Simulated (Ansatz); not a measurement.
Sr: isotropic strain −3.00 %

Take Sr in the fcc (Cu type) structure (space group Fm-3m, No. 225; a = 5.923 Å) as the base.

The change: every lattice vector is shortened by 3.00 %, atoms relaxed at fixed cell.

All numbers come from Ansatz (a program for electronic structure), PBEsol, PAW, cutoff 420 eV, no spin-orbit coupling. Settings: 14×14×14 k-points, 0.05 eV Fermi–Dirac smearing.

Volume per atom: 47.40 Å³ (base 51.93 Å³)
Space group: Fm-3m (No. 225) (base Fm-3m (No. 225))
Shortest interatomic distance: 4.062 Å (base 4.188 Å)
Energy relative to the base (free energy F): +17 meV/atom
Band gap: zero (base zero)

Final structure:

```
CELL_PARAMETERS angstrom
      0.00000     2.87242     2.87242
      2.87242     0.00000     2.87242
      2.87242     2.87242     0.00000
ATOMIC_POSITIONS crystal
  Sr 0.00000 0.00000 0.00000
```

Whether these cells are dynamically stable was not tested. Gaps under 0.05 eV, about the width of the smearing, are given as zero.
